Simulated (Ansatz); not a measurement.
PbTe under a change: isotropic strain −3.00 %

Take PbTe in the rock salt structure (space group Fm-3m, No. 225; a = 6.442 Å) as the base.

It is then changed as follows: the cell is scaled by 0.9700 in all directions, atoms relaxed at fixed cell.

All numbers come from PBEsol (Ansatz, a first-principles code, PAW, spin-orbit coupling left out). k-mesh 9×9×9 (Γ-centred); smearing 0.05 eV (Fermi–Dirac).

* **Volume per atom**: 30.50 Å³ (base 33.42 Å³)
* **Shortest interatomic distance**: 3.124 Å (base 3.221 Å)
* **Energy relative to the base (free energy F)**: +42 meV/atom
* **Pressure**: 5.05 GPa (base 0.01 GPa)
* **Band gap**: 0.42 eV (base 0.65 eV)
* **Gap character**: direct at L (base direct at L)
* **Mean gap deformation potential ΔEg/Δln V**: +2.5 eV
* **Width of the top valence band**: 3.46 eV (base 2.86 eV)
* **Electron mass**: 0.19 mₑ along k, 0.094 mₑ across (at L) (base 0.26 mₑ along k, 0.098 mₑ across (at L))
* **Hole mass**: 0.24 mₑ along k, 0.048 mₑ across (at L) (base 0.38 mₑ along k, 0.073 mₑ across (at L))
* **Valley order (the lowest conduction-band minima on the path, energy above the VBM, named in the base's zone)**: L along ⟨111⟩ 0.42 eV; a point along ⟨110⟩, about 0.5 Å⁻¹ from Γ 1.10 eV; a point along ⟨100⟩, about 0.3 Å⁻¹ from Γ 1.64 eV (base L along ⟨111⟩ 0.65 eV; a point along ⟨110⟩, about 0.6 Å⁻¹ from Γ 1.25 eV; a point along ⟨100⟩, about 0.3 Å⁻¹ from Γ 1.70 eV)

Final structure:

```yaml
crystal:
  lattice:
    - [0.00000, 3.12441, 3.12441]
    - [3.12441, 0.00000, 3.12441]
    - [3.12441, 3.12441, 0.00000]
  atoms:
    - { symbol: Te, position: [0.50000, 0.50000, 0.50000] }
    - { symbol: Pb, position: [0.00000, 0.00000, 0.00000] }
```

Spin-orbit coupling, missing from the scalar runs, can matter with Pb and Te. Masses are band curvatures over ±0.01 Å⁻¹ around the edge. Along k means along the line from Γ to the band edge. Whether these cells are dynamically stable was not tested.
